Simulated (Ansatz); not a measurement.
Start from BAs in the zinc blende structure (space group F-43m, No. 216; a = 4.784 Å).

Levels (all Ansatz, a quantum-chemistry and plane-wave program, PAW): r2SCAN (500 eV, scalar-relativistic without spin-orbit coupling); HSE06 (420 eV, no spin-orbit coupling).

Its gap is 1.38 eV with r2SCAN and 1.83 eV with HSE06.

Now apply this change: full substitution As → Br, then cell and atoms are relaxed.

With r2SCAN the gap becomes 1.07 eV.

Question: If the HSE06 correction stayed the same, what would the HSE06 gap be, and what does the HSE06 run give?

Answer: A rigid correction of +0.45 eV gives 1.52 eV. The HSE06 run gives 1.66 eV, so the correction itself changes by +0.14 eV.

Single points use the geometry relaxed with r2SCAN. The hybrid gap comes from the SCF mesh plus the semilocal run's edge points and a few special points and is an upper bound. Stability against distortions was not tested. As relaxed here, BBr is a hypothetical phase, not in the database extracts checked.
